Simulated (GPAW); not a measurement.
Input and output of a self-consistent single point for MoIr₃ (P6_3/mmc, 8 atoms in the cell) (GPAW).

Level of theory: PBEsol, GPAW PAW datasets PBEsol (made by gpaw-setup) (plane waves; GPAW).

The change in words: lattice scaled by 0.98. Reference geometry:
```yaml
crystal:
  lattice:
    - [5.50902, 0.00000, 0.00000]
    - [-2.75451, 4.77095, 0.00000]
    - [0.00000, 0.00000, 4.39795]
  atoms:
    - { symbol: Mo, position: [0.33333, 0.66667, 0.25000] }
    - { symbol: Mo, position: [0.66667, 0.33333, 0.75000] }
    - { symbol: Ir, position: [0.83368, 0.66735, 0.25000] }
    - { symbol: Ir, position: [0.16633, 0.33265, 0.75000] }
    - { symbol: Ir, position: [0.16633, 0.83368, 0.75000] }
    - { symbol: Ir, position: [0.83368, 0.16633, 0.25000] }
    - { symbol: Ir, position: [0.33265, 0.16633, 0.25000] }
    - { symbol: Ir, position: [0.66735, 0.83368, 0.75000] }
```

Reference input (self-consistent single point, DFT PBEsol, plane waves, GPAW PAW datasets PBEsol (made by gpaw-setup)): mode = pw; ecut = 550 eV; xc = PBEsol; kpts = 5 5 6; mesh shift (steps) = 0 0 0; occupations.name = fermi-dirac; occupations.width = 0.136 eV; nbands = -12; convergence.density = 1e-05 e/electron; symmetry.symmorphic = false; symmetry.tolerance = 0.0005; maxiter = 120. This run's input differs from it in these lines:

```diff
@@ -5,13 +5,13 @@
 atoms = Atoms(['Mo', 'Mo', 'Ir', 'Ir', 'Ir', 'Ir', 'Ir', 'Ir'],
-              cell=[[5.509020, 0.000000, 0.000000],
-                    [-2.754510, 4.770951, 0.000000],
-                    [0.000000, 0.000000, 4.397950]],
-              positions=[[-0.000003, 3.180636, 1.099487],
-                         [2.754513, 1.590315, 3.298462],
-                         [2.754510, 3.183894, 1.099487],
-                         [0.000000, 1.587057, 3.298462],
-                         [-1.380078, 3.977423, 3.298462],
-                         [4.134588, 0.793528, 1.099487],
-                         [1.374432, 0.793528, 1.099487],
-                         [1.380078, 3.977423, 3.298462]],
+              cell=[[5.398840, 0.000000, 0.000000],
+                    [-2.699420, 4.675532, 0.000000],
+                    [0.000000, 0.000000, 4.309991]],
+              positions=[[-0.000003, 3.117023, 1.077498],
+                         [2.699423, 1.558509, 3.232493],
+                         [2.699420, 3.120216, 1.077498],
+                         [0.000000, 1.555316, 3.232493],
+                         [-1.352477, 3.897874, 3.232493],
+                         [4.051897, 0.777658, 1.077498],
+                         [1.346943, 0.777658, 1.077498],
+                         [1.352477, 3.897874, 3.232493]],
               pbc=True)
```

Log, with long lists cut:

```
     iter     time        total  log10-change:
                         energy   eigst   dens
iter:   1 --:--:--   -93.091008
iter:   2 --:--:--   -91.630343   -0.71  -1.38
iter:   3 --:--:--   -90.012980   -1.17  -1.40
iter:   4 --:--:--   -89.195288   -1.65  -1.48
iter:   5 --:--:--   -88.946721   -1.06  -1.63
iter:   6 --:--:--   -88.820982   -1.73  -2.06
iter:   7 --:--:--   -88.848901   -2.71  -2.15
iter:   8 --:--:--   -89.048685   -1.53  -2.29
iter:   9 --:--:--   -88.815062   -2.21  -2.07
iter:  10 --:--:--   -88.814751   -2.99  -2.83
iter:  11 --:--:--   -88.813904c  -4.48  -3.23
iter:  12 --:--:--   -88.813481c  -4.79  -3.26
iter:  13 --:--:--   -88.814286c  -4.17  -3.27
iter:  14 --:--:--   -88.813811c  -3.77  -3.28
iter:  15 --:--:--   -88.813250c  -4.66  -3.29
   [... 2 lines left out ...]
iter:  18 --:--:--   -88.813046c  -5.92  -4.07
iter:  19 --:--:--   -88.813057c  -6.52  -4.24
iter:  20 --:--:--   -88.813070c  -6.89  -4.44
iter:  21 --:--:--   -88.813064c  -7.40  -4.54
iter:  22 --:--:--   -88.813062c  -8.07c -4.77
iter:  23 --:--:--   -88.813060c  -8.34c -4.91
iter:  24 --:--:--   -88.813059c  -8.38c -4.92
iter:  25 --:--:--   -88.813061c  -8.49c -4.95
iter:  26 --:--:--   -88.813060c  -8.63c -5.06c
Converged after 26 iterations.

Dipole moment: (-0.000000, -0.000000, 0.000000) |e|*Ang

Energy contributions relative to reference atoms: (reference = -3126236.713395)

Kinetic:        +49.478594
Potential:      -51.287764
External:        +0.000000
XC:             -84.738780
Entropy (-ST):   -0.296518
Local:           -2.116852
SIC:             +0.000000
--------------------------
Free energy:    -88.961319
Extrapolated:   -88.813060

Showing only first 2 kpts
 Kpt  Band  Eigenvalues  Occupancy
  0    57     16.56156    0.00900
  0    58     17.05137    0.00025
  0    59     17.05405    0.00024
  0    60     17.12147    0.00015

  1    57     16.27004    0.07428
  1    58     16.73817    0.00247
  1    59     17.02752    0.00029
  1    60     17.11634    0.00015

Fermi level: 15.82733

No gap
   [... lines left out ...]
  2 Ir    0.00000   -0.04055   -0.00000
  3 Ir   -0.00000    0.04055   -0.00000
  4 Ir    0.03512   -0.02028    0.00000
  5 Ir   -0.03512    0.02028    0.00000
  6 Ir    0.03512    0.02028   -0.00000
  7 Ir   -0.03512   -0.02028    0.00000

Stress tensor:
    -0.104428    -0.000000     0.000000
    -0.000000    -0.104428     0.000000
     0.000000     0.000000    -0.107568
Stress (GPa, Voigt): [-16.7313 -16.7313 -17.2343   0.       0.      -0.    ]
```

The run converged in 26 iterations. GPAW prints stress with tension positive. Against the reference run the free energy goes up by 24.7 meV/atom, the pressure goes from -6.78 to 16.90 GPa and the largest force goes from 0.003 to 0.041 eV/Å.

The starting cell comes from a database of computed structures (which also holds hypothetical and non-ambient phases and stackings), without a prior relaxation at this level. For this run, on top of that: lattice scaled by 0.98. Spin polarisation is off. With a pressure of about 17 GPa the cell is away from its equilibrium volume at this level.

Cost on one core of a shared machine: roughly 2 min.
